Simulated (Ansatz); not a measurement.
The parent structure is TiO2 in the rutile structure (space group P4_2/mnm, No. 136; a = 4.548 Å, c = 2.917 Å). Axes: x, y, z lie along a, b, c of the conventional cell.

Level of theory: DFT with LDA, PAW potentials and a 420 eV plane-wave cutoff in Ansatz (a first-principles code), no SOC.

Base values:

| Quantity | Result |
|---|---|
| Pressure | 0.00 GPa |
| Valence-band top at Γ | 0.00, -0.47, -0.47 eV |
| Electron mass | 0.52 mₑ along c, 1.1 mₑ across (at Γ) |

The change: biaxial strain +1.80 %, plane normal [001], relaxed out of plane (Cartesian); in-plane vectors clamped, the third vector and the atoms free.

Question: Estimate the effect on the ratio −ε⊥/ε∥, pressure, valence-band top at Γ and electron mass.

Answer: The ratio −ε⊥/ε∥ comes out as 0.61; the pressure (mean of the normal stresses, compression positive) goes from zero to -4.50 GPa; the valence-band top at Γ (three highest levels, from the VBM) changes from 0.00, -0.47, -0.47 eV to 0.00, -0.41, -0.41 eV; the electron mass changes from 0.52 mₑ along c, 1.1 mₑ across (at Γ) to 0.51 mₑ out of plane, 1.1 mₑ in plane (at Γ).

The levels and masses belong to the bands next to the band gap. Masses are band curvatures over ±0.01 Å⁻¹ around the edge. Stability against distortions was not tested. All final runs are without spin polarisation.
